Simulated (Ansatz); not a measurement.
Consider interstitial Ca in rock-salt CaO, charge state +2. These are PBE, PAW (plane waves to 420 eV; Ansatz, a quantum-chemistry and plane-wave program) values and carry that method's errors.

Settings: 64 host sites, the relaxed PBE lattice, the Γ point alone, smearing 0.01 eV, spin-restricted, no image-charge correction. No zero-point or tunnelling terms. The charge state is imposed; whether it is stable for some Fermi level was not computed. Sites that were not tried may lie lower.

Barriers: single points on a 2×2×2 k-point mesh shifted by half a step at the bands' geometries (they differ from the bands' own by up to 0.17 eV, and are uncertain by about as much).

The step: several atoms move together, Ca the farthest; the atom moves 1.98 Å along (0.19, 0.19, 0.31) of the unit cell; the moving atom starts with neighbours Ca at 2.57; 3 O at 2.21, 3 O at 2.74 Å and ends with 4 Ca at 2.58; 4 O at 2.12 Å.

### Question
What migration barrier of this step does PBE, PAW give?

### Answer
1.38 eV, the same both ways. At the saddle the moving atom has neighbours Ca at 2.37, Ca at 2.62; 2 O at 2.06, 2 O at 2.35 Å. The saddle point's order was not checked, and it lies on a symmetry element of the cell, where a band can be held.
